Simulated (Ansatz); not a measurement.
We consider Bi4Ge3O12 (I-43d, No. 220), described by PBEsol (Ansatz, a program for electronic structure, plane waves, PAW).

Numerical settings: plane-wave cutoff 500 eV, 6×6×6 k mesh, Fermi–Dirac smearing 0.05 eV, scalar-relativistic PAW data made under PBE.

Cell (relaxed at this level):

```xyz
38
Lattice="-5.2510 5.2510 5.2510 5.2510 -5.2510 5.2510 5.2510 5.2510 -5.2510" Properties=species:S:1:pos:R:3 pbc="T T T"
Ge     3.9382     0.0000     2.6255
Ge     2.6255     3.9382     0.0000
Ge     1.3127     0.0000     7.8765
Ge     7.8765     1.3127     0.0000
Ge     0.0000     2.6255     3.9382
Ge     0.0000     7.8765     1.3127
Bi     0.8947     0.8947     0.8947
Bi    -1.7308     1.7308     6.9818
Bi    -0.8947     4.3563     0.8947
Bi     6.9818    -1.7308     1.7308
Bi     0.8947    -0.8947     4.3563
Bi     1.7308     6.9818    -1.7308
Bi     4.3563     0.8947    -0.8947
Bi     3.5202     3.5202     3.5202
O      0.7584     1.3086     3.0433
O     -1.3169     1.8671     4.8332
O     -0.7584     3.9423     3.0433
O      1.3169     3.3839     4.8332
O      6.0094     3.9423    -3.0433
O      1.3169     7.1181     0.4178
O     -0.7584     6.5596     2.2077
O      3.9341     3.3839     5.6688
O      3.0433     0.7584     1.3086
O      3.3839     4.8332     1.3169
O      2.2077    -0.7584     6.5596
O      7.1181     0.4178     1.3169
O      3.0433    -0.7584     3.9423
O      1.8671     4.8332    -1.3169
O     -3.0433     6.0094     3.9423
O      3.3839     5.6688     3.9341
O      1.3086     3.0433     0.7584
O      6.5596     2.2077    -0.7584
O      4.8332     1.3169     3.3839
O      3.9423     3.0433    -0.7584
O      5.6688     3.9341     3.3839
O      3.9423    -3.0433     6.0094
O      4.8332    -1.3169     1.8671
O      0.4178     1.3169     7.1181
```

**Question.** Give the computed band gap.

**Answer.** 
band gap: 3.57 eV (on the SCF k mesh)

Spin–orbit coupling is not included; with these elements it can move the gap by several tenths of an eV or more.

Computing time: around 29 core-minutes (rough).
